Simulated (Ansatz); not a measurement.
Start from C in the diamond structure (space group Fd-3m, No. 227; a = 3.554 Å). Axes: x, y, z lie along the cube axes.

Levels (all Ansatz, a quantum-chemistry and plane-wave program, PAW): PBEsol (420 eV, no spin-orbit coupling); r2SCAN (500 eV, scalar-relativistic without spin-orbit coupling).

Its gap is 4.03 eV with PBEsol and 4.38 eV with r2SCAN.

It is then changed as follows: the symmetric strain tensor [0.0002 -0.0009 -0.0030; -0.0009 -0.0091 0.0157; -0.0030 0.0157 0.0074]; the atoms relax in the strained cell.

With PBEsol the gap becomes 3.68 eV.

Task: If the r2SCAN correction stayed the same, what would the r2SCAN gap be, and what does the r2SCAN run give?

Result: A rigid correction of +0.35 eV gives 4.03 eV. The r2SCAN run gives 4.01 eV, so the two effects roughly add.

Single points use the geometry relaxed with PBEsol. Whether these cells are dynamically stable was not tested.
